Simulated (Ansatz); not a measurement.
## Si, response to strain

Base system: Si in the diamond structure (space group Fd-3m, No. 227; a = 5.402 Å). Axes: x, y, z lie along the cube axes.

Strains are applied to the cell and any free atomic positions relax; under biaxial strain the out-of-plane vector relaxes too.

All numbers come from LDA (Ansatz, a quantum-chemistry and plane-wave program; PAW; 420 eV plane waves; scalar-relativistic without spin-orbit coupling).

Notes on the quantities. in-plane stress: mean in-plane stress (compression positive).

| change | gap character | out-of-plane strain | band gap | in-plane stress |
|---|---|---|---|---|
| base | – | – | 0.45 eV | – |
| biaxial strain −3.00 %, plane normal [001], relaxed out of plane | indirect, Γ → Γ–X (87 % along) | +2.38 % | 0.08 eV | +5.7 GPa |
| biaxial strain −1.00 %, plane normal [001], relaxed out of plane | indirect, Γ → Γ–X (87 % along) | (withheld) | (withheld) | (withheld) |
| biaxial strain −0.50 %, plane normal [001], relaxed out of plane | indirect, Γ → Γ–X (87 % along) | +0.40 % | 0.39 eV | +0.9 GPa |
| biaxial strain +0.50 %, plane normal [001], relaxed out of plane | indirect, Γ → Γ–M (87 % along) | -0.40 % | 0.36 eV | -0.9 GPa |
| biaxial strain +1.00 %, plane normal [001], relaxed out of plane | indirect, Γ → Γ–M (87 % along) | -0.81 % | 0.28 eV | -1.7 GPa |
| biaxial strain +1.50 %, plane normal [001], relaxed out of plane | indirect, Γ → Γ–M (87 % along) | -1.22 % | 0.19 eV | -2.5 GPa |
| biaxial strain +2.00 %, plane normal [001], relaxed out of plane | indirect, Γ → Γ–M (87 % along) | -1.63 % | 0.11 eV | -3.3 GPa |
| biaxial strain +2.50 %, plane normal [001], relaxed out of plane | – | – | zero | – |
| biaxial strain +3.00 %, plane normal [001], relaxed out of plane | – | – | zero | – |

**Question.** Fill in the withheld entries from the trend.

**Answer.** 
- biaxial strain −1.00 %, plane normal [001], relaxed out of plane, out-of-plane strain: +0.79 %
- biaxial strain −1.00 %, plane normal [001], relaxed out of plane, band gap: 0.33 eV
- biaxial strain −1.00 %, plane normal [001], relaxed out of plane, in-plane stress: +1.8 GPa

A case with no gap was solved on a k-mesh chosen for an insulator, which is coarse for it. Whether these cells are dynamically stable was not tested. Gaps under 0.05 eV, about the width of the smearing, are given as zero. The zero or small gap of Si under biaxial strain −3.00 %, plane normal [001], relaxed out of plane, Si under biaxial strain +1.00 %, plane normal [001], relaxed out of plane, Si under biaxial strain +1.50 %, plane normal [001], relaxed out of plane and Si under biaxial strain +2.00 %, plane normal [001], relaxed out of plane can change with the level of theory. k-point labels follow each cell's own Brillouin zone.
